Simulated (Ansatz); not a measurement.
**A computed series for ZrB2: pressure series**

The parent structure is ZrB2 (space group P6/mmm, No. 191).

```
CELL_PARAMETERS angstrom
      3.15510     0.00000     0.00000
     -1.57755     2.73240     0.00000
      0.00000     0.00000     3.50604
ATOMIC_POSITIONS crystal
  Zr 0.00000 0.00000 0.00000
  B  0.66667 0.33333 0.50000
  B  0.33333 0.66667 0.50000
```

Cell and atoms are relaxed at each pressure.

Level of theory: DFT with PBEsol, PAW potentials and a 420 eV plane-wave cutoff in Ansatz (an electronic-structure program), without spin-orbit coupling.

```
variant               density  shortest interatomic distance  c/a ratio
-----------------  ----------  -----------------------------  ---------
base               6.20 g/cm³                        1.822 Å      1.111
pressure −2 GPa    6.15 g/cm³                            ___      1.112
pressure −1 GPa    6.18 g/cm³                        1.824 Å      1.112
pressure 0.9 GPa   6.22 g/cm³                        1.820 Å      1.111
pressure 2.1 GPa   6.25 g/cm³                        1.817 Å      1.111
pressure 4.5 GPa   6.31 g/cm³                        1.812 Å      1.110
pressure 9 GPa     6.41 g/cm³                        1.802 Å      1.109
pressure 15 GPa    6.54 g/cm³                        1.791 Å        ___
pressure 22.5 GPa  6.70 g/cm³                            ___        ___
pressure 30 GPa    6.84 g/cm³                        1.765 Å      1.106
```

Problem. Complete the table.

Solution. 
- pressure −2 GPa, shortest interatomic distance: 1.826 Å
- pressure 15 GPa, c/a ratio: 1.108
- pressure 22.5 GPa, shortest interatomic distance: 1.777 Å
- pressure 22.5 GPa, c/a ratio: 1.107

Load acts through the strain it causes; cell and atoms are relaxed under it. Stability against distortions was not tested. Competing high-pressure phases were not computed. All final runs are without spin polarisation.
